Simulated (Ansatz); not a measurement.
Consider a (6,0) gold nanotube.

Computed with PBE (plane waves to 420 eV, PAW; Ansatz, a quantum-chemistry and plane-wave program). Mesh 1×1×14. No spin polarisation. One-dimensional cell, images about 11 Å apart. A hypothetical model, rolled from the flat sheet. Only distortions within the start's symmetry and period were free. Values not marked SOC lack spin–orbit coupling. Buckling under compression is shut out by symmetry and the short period.

**Question.** What do the calculations give?

**Answer.** 
* **period along the axis (12 atoms)**: 4.699 Å
* **mean diameter**: 5.56 Å
* **energy over the flat sheet**: +162 meV/atom
* **PBE gap**: none (under 0.01 eV)
* **crossings of the Fermi level between Γ and the zone edge (49 points)**: 5, each for both spins (ideal conductance 5 × 2e²/h)
* **work function (PBE)**: 5.31 eV
* **axial stiffness dF/dε**: 115 nN
